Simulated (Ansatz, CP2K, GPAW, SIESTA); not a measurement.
# BaSrI₄ (P1, 6 atoms in the cell) computed with different codes at matched settings

Self-consistent single point, at a second geometry (atoms moved at random). First geometry:

```yaml
crystal:
  lattice:
    - [2.93501, 1.69453, 9.36382]
    - [-2.93501, 1.69453, 9.36382]
    - [0.00000, -3.38906, 9.36382]
  atoms:
    - { symbol: Ba, position: [0.00000, 0.00000, 0.00000] }
    - { symbol: Sr, position: [0.50000, 0.50000, 0.50000] }
    - { symbol: I, position: [0.62280, 0.62280, 0.62280] }
    - { symbol: I, position: [0.37720, 0.37720, 0.37720] }
    - { symbol: I, position: [0.87091, 0.87091, 0.87091] }
    - { symbol: I, position: [0.12909, 0.12909, 0.12909] }
```

Second geometry:
```xyz
6
Lattice="2.9350 1.6945 9.3638 -2.9350 1.6945 9.3638 0.0000 -3.3891 9.3638" Properties=species:S:1:pos:R:3 pbc="T T T"
Ba     0.0280    -0.0121     0.0241
Sr     0.0162     0.1050    14.0563
I      0.0407     0.0469    17.4994
I     -0.0011    -0.0790    10.5855
I     -0.0435     0.0030    24.4598
I     -0.0404    -0.0639     3.6036
```

Shared settings, as Ansatz (a first-principles code) writes them: kpoints.mp_grid.grid = 3 3 3; scf.occupations.method = fixed. Potentials and cutoffs stand in the table.

| code | model | ΔF from the first geometry (meV/atom) | pressure (GPa) | largest force (eV/Å) | gap on the mesh (eV) | cutoff |
|---|---|---|---|---|---|---|
| CP2K | PBEsol, GPW, DZVP-MOLOPT-SR-GTH basis, GTH-PBE potentials (GTH_POTENTIALS) | 4.2 | -0.92 | 0.175 | 3.498 | grid 500 Ry |
| GPAW | PBEsol, GPAW PAW datasets PBEsol (made by gpaw-setup) | 3.5 | -1.33 | 0.150 | 3.591 | 550 eV |
| SIESTA | GGA PBEsol, numerical atomic orbitals DZP, PseudoDojo PBEsol standard norm-conserving potentials (rewritten from UPF to PSML) | 5.8 | -1.41 | 0.253 | 3.340 | grid 350 Ry |
| Ansatz | PBEsol, PAW files made with PBE | 3.3 | -1.46 | 0.142 | 3.590 | 420 eV |

Size of the force on each atom (eV/Å): Sizes of forces hide their directions.

| code | Ba1 | Sr2 | I3 | I4 | I5 | I6 |
|---|---|---|---|---|---|---|
| CP2K | 0.082 | 0.135 | 0.148 | 0.175 | 0.070 | 0.128 |
| GPAW | 0.066 | 0.107 | 0.129 | 0.150 | 0.074 | 0.108 |
| SIESTA | 0.108 | 0.253 | 0.145 | 0.183 | 0.114 | 0.184 |
| Ansatz | 0.063 | 0.101 | 0.123 | 0.142 | 0.080 | 0.108 |

Gaps are read on the mesh.

On Ansatz's run: spin-orbit coupling is off.

The spread over the programs that give each value: ΔF from the first geometry within 2.5 meV/atom; pressure within 0.54 GPa; largest force within 0.111 eV/Å; gap on the mesh within 0.251 eV.

CP2K and SIESTA use small atom-centred bases, whose incompleteness enters pressures, forces and empty levels differently from a plane-wave cutoff. Ansatz's pressure is given at a fixed set of plane waves, as the other plane-wave codes print theirs. In the gap, SIESTA (by 0.251) lies more than 0.12 eV from the median of the plane-wave programs. In the force vectors, SIESTA (by 0.149) lies more than 0.08 eV/Å from the median of the plane-wave programs.

The starting cell comes from a database of computed structures (which also holds hypothetical and non-ambient phases and stackings), without a prior relaxation at this level. For this run, on top of that: atoms moved at random.

Keys are those of Ansatz 0.2.
